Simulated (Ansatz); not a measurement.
The starting structures come from a database of crystals and need not be the phases stable at ambient conditions.

Given:

```
LiCNS
1.0
    3.61751     0.00000     0.00000
    0.00000    12.23542     0.00000
    0.00000     0.00000     5.22600
Li C S N
4 4 4 4
Direct
  0.75000   0.90558   0.45624
  0.25000   0.09442   0.54376
  0.25000   0.59442   0.95624
  0.75000   0.40558   0.04376
  0.75000   0.61079   0.39606
  0.25000   0.38921   0.60394
  0.25000   0.88921   0.89606
  0.75000   0.11079   0.10394
  0.75000   0.68714   0.65051
  0.25000   0.31286   0.34949
  0.25000   0.81286   0.15051
  0.75000   0.18714   0.84949
  0.75000   0.55713   0.20657
  0.25000   0.44287   0.79343
  0.25000   0.94287   0.70657
  0.75000   0.05713   0.29343
```

Space group of this cell: Pnma. The cell was relaxed by PBE-D3(BJ).

Transport runs along the normal of the first two printed cell vectors.

No gap correction and no spin-orbit coupling; mid-gap values are interpolated between computed energies.

### Question
Estimate the band gap and the smallest decay constant κ at mid-gap that PBEsol (Ansatz, a program for electronic structure) returns for this system.

### Answer
Gap 3.34 eV on a 8×4×6 mesh; κ = 0.354 1/Å, at the zone centre.
